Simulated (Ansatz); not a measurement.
**BN, response to strain**

Start from BN in the zinc blende structure (space group F-43m, No. 216; a = 3.6057 Å). Axes: x, y, z lie along the cube axes.

Strains are applied to the cell and any free atomic positions relax; under biaxial strain the out-of-plane vector relaxes too.

Level of theory: PBEsol (Ansatz, an electronic-structure program), no spin-orbit coupling.

Candidates:
(a) biaxial strain +0.50 %, plane normal [001], relaxed out of plane
(b) biaxial strain +1.00 %, plane normal [001], relaxed out of plane
(c) biaxial strain −1.50 %, plane normal [001], relaxed out of plane
(d) biaxial strain +3.00 %, plane normal [001], relaxed out of plane

Notes on the quantities. energy relative to the base: free energy F.

**Question.** Order them by energy relative to the base, highest first.

**Answer.** (d) biaxial strain +3.00 %, plane normal [001], relaxed out of plane (+28 meV/atom), (c) biaxial strain −1.50 %, plane normal [001], relaxed out of plane (+7.6 meV/atom), (b) biaxial strain +1.00 %, plane normal [001], relaxed out of plane (+3.2 meV/atom), (a) biaxial strain +0.50 %, plane normal [001], relaxed out of plane (+0.8 meV/atom)

Stability against distortions was not tested.
